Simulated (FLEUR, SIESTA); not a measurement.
A SIESTA input for a self-consistent single point of InP (F-43m, 2 atoms in the cell) (DFT, GGA PBEsol, numerical atomic orbitals DZP, PseudoDojo PBEsol standard norm-conserving potentials (rewritten from UPF to PSML)):

```
# files in the folder: In.psml P.psml (PseudoDojo PBEsol standard)
SystemName  InP
SystemLabel inp

NumberOfAtoms                2
NumberOfSpecies              2
%block ChemicalSpeciesLabel
  1 49 In
  2 15 P
%endblock ChemicalSpeciesLabel
LatticeConstant              1.0 Ang
%block LatticeVectors
     0.000000000    2.935000000    2.935000000
     2.935000000    0.000000000    2.935000000
     2.935000000    2.935000000    0.000000000
%endblock LatticeVectors
AtomicCoordinatesFormat      ScaledCartesian
%block AtomicCoordinatesAndAtomicSpecies
     0.000000000    0.000000000    0.000000000  1
     1.467500000    1.467500000    1.467500000  2
%endblock AtomicCoordinatesAndAtomicSpecies

XC.functional                GGA
XC.authors                   PBEsol
PAO.BasisSize                DZP
PAO.EnergyShift              0.01 Ry
MeshCutoff                   350 Ry
%block kgrid.MonkhorstPack
    7   0   0  0.0
    0   7   0  0.0
    0   0   7  0.0
%endblock kgrid.MonkhorstPack
OccupationFunction           FD
ElectronicTemperature        20.0 meV

MaxSCFIterations             150
SCF.Mixer.Method             Pulay
SCF.Mixer.Weight             0.25
SCF.Mixer.History            6
SCF.DM.Tolerance             1.0E-04
Diag.ParallelOverK           true
WriteForces                  true
```

### Question
Write the same calculation as an input for FLEUR.

### Answer
One input that does it (others would too):

Input of the input generator:

```
scf InP
&input film=f /
0.0000000000 5.5463461758 5.5463461758
5.5463461758 0.0000000000 5.5463461758
5.5463461758 5.5463461758 0.0000000000
1.0
1.0 1.0 1.0

2
49 0.0000000000 0.0000000000 0.0000000000
15 0.2500000000 0.2500000000 0.2500000000

&comp jspins=1 /
&exco xctyp='PBEs' /
&kpt div1=7 div2=7 div3=7 /
&end /
```

```xml
<?xml version="1.0" encoding="UTF-8" standalone="no"?>
<fleurInput fleurInputVersion="0.39">
   <comment>
      scf InP                                                                                             
   </comment>
   <calculationSetup>
      <cutoffs Kmax="4.6" Gmax="16.1" GmaxXC="16.1" numbands="0"/>
      <scfLoop itmax="100" minDistance="0.00001" maxIterBroyd="25" imix="Anderson" alpha="0.05" precondParam="0.0" spinf="2.0"/>
      <coreElectrons ctail="T" frcor="F" kcrel="0" coretail_lmax="0"/>
      <xcFunctional name="PBEs" relativisticCorrections="F"/>
      <magnetism jspins="1"/>
      <soc l_soc="F" theta="0.0" phi="0.0" spav="F"/>
      <expertModes spex="0" secvar="F"/>
      <geometryOptimization l_f="T" forcealpha="1.0" forcemix="BFGS" epsdisp="0.00001" epsforce="0.00001"/>
      <ldaU l_linMix="F" mixParam="0.05" spinf="1.0"/>
   </calculationSetup>
   <cell>
      <bzIntegration valenceElectrons="18.0" mode="hist" fermiSmearingEnergy="0.00073499">
         <kPointListSelection listName="default-1"/>
         <!-- k-points included here -->
         <xi:include xmlns:xi="http://www.w3.org/2001/XInclude" href="kpts.xml"> </xi:include>
      </bzIntegration>
      <!-- symmetry operations included here -->
      <xi:include xmlns:xi="http://www.w3.org/2001/XInclude" href="sym.xml"> </xi:include>
      <bulkLattice scale="1.0">
         <bravaisMatrix>
            <row-1>    0.0000000000000000     5.5463461758000001     5.5463461758000001</row-1>
            <row-2>    5.5463461758000001     0.0000000000000000     5.5463461758000001</row-2>
            <row-3>    5.5463461758000001     5.5463461758000001     0.0000000000000000</row-3>
         </bravaisMatrix>
      </bulkLattice>
   </cell>
   <atomSpecies>
      <species name="Indium (In)" element="In" atomicNumber="49">
         <mtSphere radius="2.63" gridPoints="925" logIncrement="0.014"/>
         <atomicCutoffs lmax="10" lnonsphr="8"/>
         <electronConfig flipSpins="F">
            <coreConfig>(1s1/2) (2s1/2) (2p1/2) (2p3/2) (3s1/2) (3p1/2) (3p3/2) (4s1/2) (3d3/2) (3d5/2) (4p1/2) (4p3/2)</coreConfig>
            <valenceConfig>(5s1/2) (4d3/2) (4d5/2) (5p1/2) (5p3/2)</valenceConfig>
            <stateOccupation state="(5p1/2)" spinUp="0.1666666666667" spinDown="0.1666666666667"/>
            <stateOccupation state="(5p3/2)" spinUp="0.3333333333333" spinDown="0.3333333333333"/>
         </electronConfig>
         <energyParameters s="5" p="5" d="5" f="4"/>
         <lo type="SCLO" l="2" n="4" eDeriv="0"/>
      </species>
      <species name="Phosphorous (P)" element="P" atomicNumber="15">
         <mtSphere radius="1.73" gridPoints="613" logIncrement="0.019"/>
         <atomicCutoffs lmax="8" lnonsphr="6"/>
         <electronConfig flipSpins="F">
            <coreConfig>(1s1/2) (2s1/2) (2p1/2) (2p3/2)</coreConfig>
            <valenceConfig>(3s1/2) (3p1/2) (3p3/2)</valenceConfig>
            <stateOccupation state="(3p1/2)" spinUp="0.5" spinDown="0.5"/>
            <stateOccupation state="(3p3/2)" spinUp="1.0" spinDown="1.0"/>
         </electronConfig>
         <energyParameters s="3" p="3" d="3" f="4"/>
      </species>
   </atomSpecies>
   <atomGroups>
      <atomGroup species="Indium (In)">
         <relPos label="                   1">.0000000000 .0000000000 .0000000000</relPos>
         <force calculate="T" relaxXYZ="TTT"/>
      </atomGroup>
      <atomGroup species="Phosphorous (P)">
         <relPos label="                   2">1.000/4.000 1.000/4.000 1.000/4.000</relPos>
         <force calculate="T" relaxXYZ="TTT"/>
      </atomGroup>
   </atomGroups>
   <output dos="F" band="F" slice="F">
      <checks vchk="F" cdinf="F"/>
      <bandDOS minEnergy="-.5*Htr" maxEnergy="0.5*Htr" sigma="0.015" storeEVData="T"/>
      <vacuumDOS vacdos="F" integ="F" star="F" nstars="0" locx1="0.0" locy1="0.0" locx2="0.0" locy2="0.0" nstm="0" tworkf="0.0"/>
      <unfoldingBand unfoldBand="F" supercellX="1" supercellY="1" supercellZ="1"/>
      <plotting iplot="0" polar="F">
         <plot TwoD="T" vec1="  1.0  0.0  0.0" vec2="  0.0  1.0  0.0" vec3="  0.0  0.0  1.0" zero="  0.0  0.0  0.0" file="plot"/>
      </plotting>
      <chargeDensitySlicing numkpt="0" minEigenval="0.0" maxEigenval="0.0" nnne="0" pallst="F"/>
      <specialOutput eonly="F"/>
      <magneticCircularDichroism mcd="F" energyLo="-10.0" energyUp="0.0"/>
   </output>
  <!-- We include the file relax.xml here to enable relaxations (see documentation) -->
  <xi:include xmlns:xi="http://www.w3.org/2001/XInclude" href="relax.xml"> <xi:fallback/> </xi:include>
</fleurInput>
```

Basis, cutoffs, solver keys and any potentials are the target program's own. This input uses DFT, PBEsol, all-electron FLAPW (FLEUR), scalar-relativistic valence. Both were run: gap on the mesh 0.805 eV in SIESTA and 0.590 in FLEUR.

On FLEUR: the starting cell has typed, rounded lattice constants, without a prior relaxation at this level. Values depend on the basis (sphere radii, cutoffs, local orbitals), which need not be converged.

On SIESTA: the starting cell has typed, rounded lattice constants, without a prior relaxation at this level. Values carry the incompleteness of an atom-centred basis.
